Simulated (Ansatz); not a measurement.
Take CaS in the rock salt structure (space group Fm-3m, No. 225; a = 5.633 Å) as the base. Axes: x, y, z lie along the cube axes.

The values are results of PBEsol (Ansatz, a first-principles code), scalar-relativistic without spin-orbit coupling, not measurements.

Base values:

Band gap: 2.16 eV

Now apply this change: a pure shear with ε_xy = ε_yx = 0.0143; the atoms relax in the strained cell.

### Question
What happens to the band gap and stress?

### Answer
The band gap shrinks by 0.08 eV to 2.08 eV; the stress (xx, yy, zz, yz, xz, xy; compression positive) comes out as (0.01, 0.01, -0.03, 0.00, 0.00, -0.97) GPa.

Gaps are Kohn–Sham eigenvalue differences; semilocal functionals usually give less than the measured gap. Stability against distortions was not tested.
